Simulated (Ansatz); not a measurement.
Consider SiC (space group Pm-3n, No. 223; a = 5.331 Å; a hypothetical phase, not in the database extracts checked). Axes: x, y, z lie along the cube axes.

Level of theory: PBEsol (Ansatz, an electronic-structure program), no spin-orbit coupling.

Perturbation: uniaxial strain ε_zz = −1.31 %, all other strain components held at zero; the atoms relax in the strained cell.

Task: Predict the stress tensor and what it implies for the stiffness.

Result: Stress of the strained cell less that of the base (GPa, compression positive):
```
   0.89    0.00    0.00
   0.00    0.89    0.00
   0.00    0.00    5.24
```

Then −Δσ_ii/ε with ε = -0.0131 gives secant stiffness values (nonlinear terms included at this strain): C33 ≈ 400 GPa, C13 ≈ 68 GPa and C23 ≈ 68 GPa.

Stability against distortions was not tested.
